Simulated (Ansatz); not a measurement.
Consider Ru-vacancy pair (Ru on one host Mo site, one Mo site vacant) in bcc Mo, neutral cell. The step: a nearby Mo atom hops onto the vacant site (Ru-vacancy distance between ideal sites 2.74 → 3.16 Å); the atom moves 2.70 Å along (0.50, 0.50, -0.49) of the unit cell; the moving atom starts with neighbours 2 Mo at 2.71, Mo at 2.72, Mo at 2.73, 3 Mo at 2.75, 2 Mo at 3.14, 2 Mo at 3.16; Ru at 3.14, Ru at 3.18 Å and ends with 2 Mo at 2.71, 3 Mo at 2.74, Mo at 2.74, Mo at 3.12, 2 Mo at 3.14, 2 Mo at 3.17, Mo at 3.20; Ru at 2.74 Å. DFT values are from Ansatz (plane-wave PAW, 420 eV unless said) in a cell of 36 host sites, spin-restricted, static, with no finite-size correction. Forms of the defect that were not tried may lie lower. For the PBE band: the saddle point's order was not checked, and it lies on a symmetry element of the cell, where a band can be held.

```json
[
 {"Level": "CHGNet universal potential (has no charge state), its own band", "Forward barrier (eV)": "0.50", "Cost of the band or of the saddle's single point": "-"},
 {"Level": "PBE, a 2×2×3 k-point mesh shifted by half a step, band relaxed", "Forward barrier (eV)": "1.03", "Cost of the band or of the saddle's single point": "roughly 40 core-minutes"},
 {"Level": "PBE, a 3×3×5 k-point mesh shifted by half a step, same geometries", "Forward barrier (eV)": "0.99", "Cost of the band or of the saddle's single point": "roughly 4 core-minutes"},
 {"Level": "r2SCAN at 500 eV, a 2×2×3 k-point mesh shifted by half a step, same geometries", "Forward barrier (eV)": "1.10", "Cost of the band or of the saddle's single point": "about 3 core-minutes (a rough figure)"}
]
```

Ansatz is a first-principles code.
